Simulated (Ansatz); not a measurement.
**WO3 (Cmcm, No. 63, 8 atoms in the cell; start mp-2383052; a measured phase of this formula has another space group)**

Method: PBEsol in Ansatz (plane waves, PAW).

Settings: plane-wave cutoff 520 eV, 10×10×6 k mesh (along the axes of the cell as run), Fermi–Dirac smearing 0.01 eV, no spin polarisation, scalar-relativistic PAW data made under PBE.

Cell (relaxed at this level):

```xyz
8
Lattice="2.7269 -2.7372 0.0000 2.7269 2.7372 0.0000 0.0000 0.0000 7.4602" Properties=species:S:1:pos:R:3 pbc="T T T"
W      2.7269    -0.3211     5.5952
W      2.7269     0.3211     1.8651
O      2.7269     0.0000     3.7301
O      2.7269     0.0000     0.0000
O      1.3550    -1.2630     1.8651
O      4.0989     1.2630     5.5952
O      1.3550     1.2630     5.5952
O      4.0989    -1.2630     1.8651
```

For WO3 (Cmcm, No. 63, 8 atoms in the cell; start mp-2383052; a measured phase of this formula has another space group), the band gap is 1.35 eV and the smallest direct gap on the k points sampled is 1.43 eV. The Γ–Γ gap is 2.38 eV.

Spin–orbit coupling is not included.

Static lattice: no zero-point or thermal effects.

Computing time: around 50 core-seconds (rough).

A start named mp-… is a Materials Project structure, which need not be a measured phase.

Ansatz is an electronic-structure program.
